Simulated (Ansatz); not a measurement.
**Short convergence ladders for VMo (Cmmm, 2 atoms in the cell)**

```
CELL_PARAMETERS angstrom
      1.52959    -2.21291     0.00000
      1.52959     2.21291     0.00000
      0.00000     0.00000     4.20786
ATOMIC_POSITIONS crystal
  V  0.50000 0.50000 0.50000
  Mo 0.00000 0.00000 0.00000
```

Base method: LDA (PW92), default PAW files made with PBE (plane waves; Ansatz, a first-principles code).

Base settings: basis.ecutwfc = 420 eV; kpoints.mp_grid.grid = 13 13 8; hamiltonian.xc = lda; hamiltonian.pseudopotentials = {kind: paw} (the program's default PAW files); scf.occupations.method = gaussian; scf.occupations.width = 0.1 eV.

Core times come from one kind of shared machine, to one figure; runs under 30 s give none.

**Zone-centre phonons against the cutoff**

In this ladder: phonons.method = dfpt.

The mesh stays at the base's, so the ladder's end is converged at best in this setting alone.

Frequencies are those of the unrelaxed cell, without the LO-TO term of polar crystals.

Only quantities that move along the ladder and can be compared are tabulated.

| basis.ecutwfc | highest zone-centre frequency (cm⁻¹) | core time / last (rough) |
|---|---|---|
| 210 eV | 257.2 | – |
| 250 eV | 280.4 | 0.3 |
| 295 eV | 272.1 | 0.3 |
| 355 eV | 267.6 | 0.5 |
| 420 eV | 267.9 | 0.6 |
| 505 eV | 267.9 | 0.7 |
| 630 eV | 267.9 | 1 |

Coarsest basis.ecutwfc that holds the highest zone-centre frequency within 10 cm⁻¹ of the last step, with all finer ones: 295 eV, at about 0.3 of the last step's time; the step before is off by 12 cm⁻¹.

**Zone-centre phonons against the mesh**

In this ladder: phonons.method = dfpt.

Frequencies are those of the unrelaxed cell, without the LO-TO term of polar crystals.

Only quantities that move along the ladder and can be compared are tabulated.

```csv
kpoints.mp_grid.grid,highest zone-centre frequency (cm⁻¹),core time / last (rough)
4 4 2,264.1,–
4 4 3,243.2,–
5 5 3,247.5,–
8 8 5,270.5,–
12 12 8,267.1,0.2
19 19 12,266.5,0.5
24 24 14,267.4,1
```

Coarsest kpoints.mp_grid.grid that holds the highest zone-centre frequency within 2 cm⁻¹ of the last step, with all finer ones: 12 12 8, at about 0.2 of the last step's time; the step before is off by 3.1 cm⁻¹.

**The q mesh of the phonons**

In this ladder: kpoints.mp_grid.grid = 12 12 12; phonons.method = dfpt.

Only quantities that move along the ladder and can be compared are tabulated.

Thermal sums run over frequencies interpolated from this q mesh.

| phonons.qmesh | zero-point energy (meV/atom) | vibrational free energy at 300 K (meV/atom) | core time / last (rough) |
|---|---|---|---|
| 1 1 1 | 30.57 | -22.30 | 0.03 |
| 2 2 2 | 40.23 | 3.91 | 0.2 |
| 3 3 3 | 39.20 | 1.48 | 1 |

Coarsest phonons.qmesh that holds the vibrational free energy at 300 K within 2 meV/atom: not settled: the last two steps still differ by 2.4 meV/atom, over half the tolerance, so the ladder does not show it.

Coarsest phonons.qmesh that holds the zero-point energy within 0.5 meV/atom: not settled: the last two steps still differ by 1.0 meV/atom, over half the tolerance, so the ladder does not show it.

On the base run: the starting cell comes from a database of computed structures (which also holds hypothetical and non-ambient phases and stackings), without a prior relaxation at this level. Its lattice was rescaled by up to half a per cent. Spin polarisation is off. In the base run, with a pressure of about -8 GPa the cell is away from its equilibrium volume at this level.

Keys are those of Ansatz 0.2.
